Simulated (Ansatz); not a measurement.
Cost and result by functional for the adsorption energy of CO on the 1x1 (10-10) surface of wurtzite GaN (cut with top plane Ga + N), one in a 2x1 cell, started at the site 'top N', in Ansatz (plane waves, PAW). Single points on the PBE structure, on one kind of machine; costs are rough ratios of the slab run's core time (references not counted) to the cheapest single point. r2SCAN's cost holds its higher cutoff (500 against 420 eV). Differences are taken against HSE06 for comparison alone: no measured value is at hand, so the table doesn't rank accuracy. HSE06 ran on a coarser k-mesh, which lowers its cost and may carry part of its shift.

Host crystal: wurtzite GaN, with a band gap (PBE, scalar-relativistic without spin-orbit coupling).

Model: 34-atom slab, 9.3 Å thick at the start under the adsorbate (thin: gaps and levels are the slab's own), 3x4x1 mesh, Fermi-Dirac 0.01 eV, dipole correction, 16 atoms held, the rest relaxed; symmetry of the start imposed; no spin, no spin-orbit, no U, no dispersion correction. At the end it is bonded to Ga + N. In PBE it is, or lies within 0.03 eV of, the lowest of the starts that converged. These notes are the PBE run's. Adsorption energies are against CO(g). A negative adsorption energy means that the adsorbate is more stable on the surface than in its reference.

| functional | relative cost | adsorption energy (eV) | less HSE06 (eV) |
|---|---|---|---|
| RPBE | 1 | -0.48 | 0.07 |
| r2SCAN | 2 | -0.63 | -0.09 |
| HSE06 | 30 | -0.54 | 0.00 |
| PBE (the relaxed run's value) | – | -0.74 | -0.20 |

The values span 0.26 eV, while the single points' costs differ by a factor of roughly 30. Differences are of unrounded values.

Ansatz is a quantum-chemistry and plane-wave program.
